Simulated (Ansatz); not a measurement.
A computed series for CdSe: response to strain

The parent structure is CdSe in the zinc blende structure (space group F-43m, No. 216; a = 6.1332 Å).

Strains are applied to the cell and any free atomic positions relax.

Calculations: Ansatz (a program for electronic structure), r2SCAN, PAW, cutoff 500 eV, spin-orbit coupling left out.

| isotropic strain (%) | band gap (eV) |
|---|---|
| 0 | 1.04 |
| 0.5 | ? |
| 1 | 0.97 |
| 1.5 | 0.94 |
| 2 | 0.91 |
| 2.5 | 0.87 |
| 3 | 0.84 |

**Question.** Fit E_g = E₀ + Dε (ε in %) to the rows shown and predict the withheld row.

**Answer.** Least squares on the printed values gives E₀ = 1.04 eV, D = -66.6 meV per % of strain (largest residual 0.00 eV); this predicts 1.01 eV, and the run gives 1.01 eV, in agreement.

No phonon test of stability was made.
